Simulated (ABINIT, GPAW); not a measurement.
A GPAW input for a self-consistent single point of AlNi (Pm-3m, 2 atoms in the cell) (DFT PBE, plane waves, GPAW PAW datasets PBE (gpaw-data 1.0.1)):

```python
from ase import Atoms
from ase.units import GPa
from gpaw import GPAW

atoms = Atoms(['Al', 'Ni'],
              cell=[[2.809522, 0.000000, 0.000000],
                    [0.000000, 2.809522, 0.000000],
                    [0.000000, 0.000000, 2.809522]],
              scaled_positions=[[0.500000, 0.500000, 0.500000],
                                [0.000000, 0.000000, 0.000000]],
              pbc=True)

calc = GPAW(mode={'name': 'pw', 'ecut': 800},
            xc='PBE',
            kpts=(11, 11, 11),
            occupations={'name': 'methfessel-paxton', 'width': 0.136, 'order': 0},
            nbands=-8,
            convergence={'density': 1e-05},
            symmetry={'symmorphic': False, 'tolerance': 0.0005},
            maxiter=120,
            txt='-')

atoms.calc = calc

energy = atoms.get_potential_energy()
print('Energy (eV):', round(energy, 6))
forces = atoms.get_forces()
print('Forces (eV/Ang):')
print(forces.round(5))
stress = atoms.get_stress()
print('Stress (GPa, Voigt):', (stress / GPa).round(4))
```

### Question
Give the ABINIT input for the same structure, mesh, smearing and functional.

### Answer
This is the input that was run; spellings and numerical settings could be chosen otherwise.

```
# AlNi, PseudoDojo nc-sr-05 PBE standard
pp_dirpath "./"
pseudos "Al.upf, Ni.upf"
acell 2.8095220000 2.8095220000 2.8095220000 Angstrom
rprim
         1.0000000000    0.0000000000    0.0000000000
         0.0000000000    1.0000000000    0.0000000000
         0.0000000000    0.0000000000    1.0000000000
natom 2
ntypat 2
znucl 13 28
typat 1 2
xcart
         2.6546135606    2.6546135606    2.6546135606
         0.0000000000    0.0000000000    0.0000000000
ecut 49 Ha
ixc 11
occopt 7
tsmear 0.136 eV
nband 16
kptopt 1
ngkpt 11 11 11
nshiftk 1
shiftk 0 0 0
nstep 50
tolvrs 1.0e-10
prtwf 0
prtden 0
enunit 2
```

Basis settings and potentials, where a program has them, do not carry over. This input uses DFT, PBE, plane waves, norm-conserving pseudopotentials (PseudoDojo nc-sr-05 PBE standard). Both were run: pressure 18.62 GPa in GPAW and 17.00 in ABINIT.

On GPAW: the starting cell comes from a database of computed structures (which also holds hypothetical and non-ambient phases and stackings), without a prior relaxation at this level. Its lattice was rescaled by a random factor within 2.5 % of one. For this run, on top of that: lattice scaled by 0.98. Spin polarisation is off. With a pressure of about 19 GPa the cell is away from its equilibrium volume at this level.

On ABINIT: the starting cell comes from a database of computed structures (which also holds hypothetical and non-ambient phases and stackings), without a prior relaxation at this level. Its lattice was rescaled by a random factor within 2.5 % of one. For this run, on top of that: lattice scaled by 0.98. Spin polarisation is off. With a pressure of about 17 GPa the cell is away from its equilibrium volume at this level.
